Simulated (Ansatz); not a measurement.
Consider Cu in the fcc (Cu type) structure (space group Fm-3m, No. 225; a = 3.564 Å).

Modification: every Cu is replaced by Au; the structure is relaxed again.

Levels (all Ansatz, a quantum-chemistry and plane-wave program, PAW): PBEsol (420 eV, spin-orbit coupling left out); PBEsol+SOC (420 eV, noncollinear with spin-orbit coupling).

The geometry is relaxed with PBEsol.

```
Property          Result
---------------  -------
PBEsol pressure  0.0 GPa
```

Predict the pressure from PBEsol+SOC.

The pressure goes from zero to -1.5 GPa.

Single points use the geometry relaxed with PBEsol. The spin-orbit shifts are approximate. Whether these cells are dynamically stable was not tested. The runs without spin-orbit coupling are not spin-polarised.
